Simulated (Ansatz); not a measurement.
Here is the system:

```
CELL_PARAMETERS angstrom
      0.00993     1.79369     1.76609
      1.79369     0.00993     1.76609
      1.80363     1.80363     0.00000
ATOMIC_POSITIONS crystal
  Cu 0.00000 0.00000 0.00000
```

Computed with PBEsol, rigid bands (plane waves, PAW, scalar-relativistic; Ansatz, a quantum-chemistry and plane-wave program). Condition of this run: uniaxial stress along [110] of -2 GPa (compression positive) (the target of the relaxation). Cell: cell and atoms relaxed with PBEsol, then loaded as said.

Question: Predict the product ρ₀λ of resistivity and mean free path that follows from the Fermi surface's area.

Answer: 6.5 ×10⁻¹⁶ Ω·m².

Question: And the Drude plasma energy and the root-mean-square Fermi velocity at 300 K?

Answer: 9.1 eV; 1.1e6 m/s.

A metal at this level (no band gap); rigid bands, thermally averaged at 300 K, both spins. Spin-orbit coupling is left out. τ is one relaxation time for all states; the product of resistivity and mean free path takes one path for all states instead.
